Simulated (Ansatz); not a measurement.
## Pressure series in hypothetical Fddd MoSi2

Start from MoSi$_{2}$ (space group Fddd, No. 70; a = 4.571 Å, b = 7.958 Å, c = 8.727 Å; a hypothetical phase, not in the database extracts checked).

Cell and atoms are relaxed at each pressure.

Computed with PBEsol, PAW, 420 eV (Ansatz, an electronic-structure program; spin-orbit coupling left out).

```csv
P (GPa),V (Å³/atom)
-2.00,13.354
-1.00,13.290
0.30,13.210
0.70,13.186
1.50,13.138
3.00,13.051
5.00,12.940
7.50,12.809
10.00,12.684
```

A third-order Birch–Murnaghan fit to these points gives V₀ = 13.23 Å³/atom, B₀ = 216 GPa and B₀′ = 4.6. At pressure 10 GPa the volume is 95.9 % of V₀.

Load acts through the strain it causes; cell and atoms are relaxed under it. Stability against distortions was not tested. No other phases were tried under pressure. The final runs are not spin-polarised.
